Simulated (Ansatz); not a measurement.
## AgCl, response to strain

Consider AgCl in the rock salt structure (space group Fm-3m, No. 225).

```yaml
crystal:
  lattice:
    - [0.00000, 2.80575, 2.80575]
    - [2.80575, 0.00000, 2.80575]
    - [2.80575, 2.80575, 0.00000]
  atoms:
    - { symbol: Ag, position: [0.00000, 0.00000, 0.00000] }
    - { symbol: Cl, position: [0.50000, 0.50000, 0.50000] }
```

Strains are applied to the cell and any free atomic positions relax.

Level of theory: Ansatz (an electronic-structure program), PBE, PAW, cutoff 420 eV, no spin-orbit coupling.

Candidates:
(a) isotropic strain −2.50 %
(b) isotropic strain −0.50 %
(c) isotropic strain +0.50 %
(d) isotropic strain −1.50 %

For the base:

```
Quantity               Value
-------------------  -------
Smallest direct gap  2.88 eV
```

### Question
Order them by smallest direct gap, lowest first.

### Answer
(c) isotropic strain +0.50 % (2.84 eV), (b) isotropic strain −0.50 % (2.93 eV), (d) isotropic strain −1.50 % (3.02 eV), (a) isotropic strain −2.50 % (3.13 eV)

Stability against distortions was not tested.
